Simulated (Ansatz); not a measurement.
Response to strain in Mg

Start from Mg in the hcp (Mg type) structure (space group P6_3/mmc, No. 194; a = 3.1751 Å, c = 5.1628 Å; relaxed with 0.1 eV smearing). Axes: x lies along a and z along c of the hexagonal cell.

Strains are applied to the cell and any free atomic positions relax; under biaxial strain the out-of-plane vector relaxes too; under stress the whole cell relaxes.

All numbers come from plane-wave PAW DFT at the PBEsol level (Ansatz, an electronic-structure program, 420 eV), scalar-relativistic without spin-orbit coupling.

Notes on the quantities. pressure: mean of the normal stresses, compression positive.

| variant | pressure | space group | volume per atom |
|---|---|---|---|
| base | 0.0 GPa | P6_3/mmc (No. 194) | 22.54 Å³ |
| biaxial strain −4.70 %, plane normal [001], relaxed out of plane | 3.3 GPa | P6_3/mmc (No. 194) | 21.01 Å³ |
| biaxial strain +0.18 %, plane normal [001], relaxed out of plane | -0.1 GPa | P6_3/mmc (No. 194) | 22.60 Å³ |
| biaxial strain +0.53 %, plane normal [001], relaxed out of plane | -0.3 GPa | P6_3/mmc (No. 194) | 22.71 Å³ |
| isotropic strain −1.78 % | 2.2 GPa | P6_3/mmc (No. 194) | 21.36 Å³ |
| isotropic strain −0.78 % | 0.9 GPa | P6_3/mmc (No. 194) | 22.01 Å³ |
| uniaxial stress, 0.5 GPa tension along z | – | P6_3/mmc (No. 194) | 22.65 Å³ |
| uniaxial stress, 5 GPa compression along z | – | P6_3/mmc (No. 194) | 21.79 Å³ |
| tensor shear ε_yz = +3.21 % | 0.1 GPa | C2/m (No. 12) | 22.51 Å³ |
| tensor shear ε_xz = −3.10 % | 0.1 GPa | C2/c (No. 15) | 22.52 Å³ |

Stability under load was not tested beyond the relaxation.
